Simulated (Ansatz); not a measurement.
Take CdS in the wurtzite structure (space group P6_3mc, No. 186; a = 4.1962 Å, c = 6.8295 Å) as the base.

Level of theory: plane-wave PAW DFT at the PBE level (Ansatz, an electronic-structure program, 420 eV), spin-orbit coupling left out.

Base values:

- Lattice parameter a: 4.196 Å
- Band gap: 1.11 eV
- Electron mass: 0.12 mₑ along c, 0.13 mₑ across (at Γ)
- Width of the top valence band: 1.55 eV

The change: hydrostatic tension (pressure −1 GPa).

### Question
Predict the new lattice parameter a, band gap, electron mass and width of the top valence band.

### Answer
The lattice parameter a increases by 0.028 Å to 4.224 Å; the band gap shrinks by 0.046 eV to 1.07 eV; the electron mass changes from 0.12 mₑ along c, 0.13 mₑ across (at Γ) to 0.12 mₑ along c, 0.12 mₑ across (at Γ); the width of the top valence band falls by 0.05 eV, from 1.55 eV to 1.50 eV.

Load acts through the strain it causes; cell and atoms are relaxed under it. Masses are band curvatures over ±0.01 Å⁻¹ around the edge. Stability against distortions was not tested.
